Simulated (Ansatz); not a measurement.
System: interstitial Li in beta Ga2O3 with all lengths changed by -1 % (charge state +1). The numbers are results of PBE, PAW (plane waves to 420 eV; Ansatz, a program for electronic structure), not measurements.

Settings: 120 host sites, the strained lattice (strain from the relaxed PBE one, atoms relaxed), the Γ point alone, smearing 0.01 eV, spin-restricted, no image-charge correction. No zero-point or tunnelling terms. The charge state is imposed; whether it is stable for some Fermi level was not computed. Sites that were not tried may lie lower. The start lies 0.51 eV above the lowest site run (PBE).

Barriers: single points on a 2×2×2 k-point mesh shifted by half a step at the bands' geometries.

The step: a direct jump of one Li atom. Atoms about the jump, Cartesian Å from the middle of the jump, before and after:

| atom | x0 | y0 | z0 | x1 | y1 | z1 |
|---|---|---|---|---|---|---|
| Li1 | 0.00 | 0.96 | 0.00 | 0.00 | -0.96 | 0.00 |
| O2 | -0.48 | 0.08 | 1.48 | -0.48 | -0.07 | 1.48 |
| O3 | 0.48 | 0.07 | -1.48 | 0.48 | -0.08 | -1.48 |
| O4 | 1.84 | -1.50 | 0.61 | 1.76 | -1.51 | 0.56 |
| O5 | -1.84 | -1.50 | -0.61 | -1.76 | -1.51 | -0.56 |
| O6 | 1.76 | 1.51 | 0.56 | 1.84 | 1.50 | 0.61 |
| O7 | -1.76 | 1.51 | -0.56 | -1.84 | 1.50 | -0.61 |
| Ga8 | 1.53 | -0.02 | 1.84 | 1.53 | 0.02 | 1.84 |
| Ga9 | -1.53 | -0.02 | -1.84 | -1.53 | 0.02 | -1.84 |
| Ga10 | 1.43 | -1.50 | -1.19 | 1.64 | -1.60 | -1.30 |
| Ga11 | -1.43 | -1.50 | 1.18 | -1.64 | -1.60 | 1.30 |
| Ga12 | 1.64 | 1.60 | -1.30 | 1.43 | 1.50 | -1.18 |
| Ga13 | -1.64 | 1.60 | 1.30 | -1.43 | 1.50 | 1.19 |
| O14 | -0.42 | -3.03 | 1.46 | -0.46 | -3.03 | 1.45 |
| O15 | 0.42 | -3.03 | -1.46 | 0.46 | -3.03 | -1.45 |
| O16 | -0.46 | 3.03 | 1.45 | -0.42 | 3.03 | 1.46 |
| O17 | 0.46 | 3.03 | -1.45 | 0.42 | 3.03 | -1.46 |

**Question.** Give the saddle-point geometry and the barrier.

**Answer.** 
| atom | x | y | z |
|---|---|---|---|
| Li1 | 0.01 | 0.00 | 0.00 |
| O2 | -0.50 | 0.00 | 1.65 |
| O3 | 0.50 | 0.00 | -1.66 |
| O4 | 1.68 | -1.45 | 0.58 |
| O5 | -1.69 | -1.45 | -0.58 |
| O6 | 1.69 | 1.46 | 0.58 |
| O7 | -1.69 | 1.46 | -0.59 |
| Ga8 | 1.54 | 0.00 | 1.91 |
| Ga9 | -1.54 | 0.00 | -1.91 |
| Ga10 | 1.48 | -1.56 | -1.26 |
| Ga11 | -1.48 | -1.56 | 1.26 |
| Ga12 | 1.48 | 1.57 | -1.26 |
| Ga13 | -1.48 | 1.57 | 1.26 |
| O14 | -0.43 | -3.06 | 1.48 |
| O15 | 0.43 | -3.06 | -1.49 |
| O16 | -0.43 | 3.06 | 1.48 |
| O17 | 0.43 | 3.06 | -1.49 |
It lies 0.15 eV above the start and 0.15 eV above the end. The saddle point's order was not checked, and it lies on a symmetry element of the cell, where a band can be held.
